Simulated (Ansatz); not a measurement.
**Point defect Cu vacancy + C interstitial in fcc Cu**

The numbers are results of PBE, PAW (plane waves to 420 eV; Ansatz, a quantum-chemistry and plane-wave program), not measurements. Details: 32-site cell; 6×6×6 shifted k-points; start: the Cu site; off centre in the vacancy; no Hubbard U; finite-size errors of tenths of an eV; the relaxation kept the symmetry of the starting site; relaxed from one start, so a lower configuration may exist.

Neighbours after relaxation, in Å: of the emptied site: C 1.64; of the C atom: Cu 1.90, Cu 1.90, Cu 1.90, Cu 1.90, Cu 2.02.

Formation energies E_f are those of the neutral cell. Chemical conditions: host crystal and elements as references (Δμ(Cu) = 0.00 eV, Δμ(C) = 0.00 eV; C taken from its element, since no compound that bounds it was computed at this level; only phases computed here count, gases as isolated molecules at 0 K). Reference phases: C: graphite, Cu: fcc Cu.

```tsv
charge	moment (μB)	point group	largest move off a lattice site (Å)	E_f, host crystal and elements as references (eV)
0	not spin-polarised	C4v	0.09	3.65
```

Point groups are those of the whole cell at tolerances of 0.03 and 0.1 Å ("near" where only the looser one holds); none is given for unsettled states.
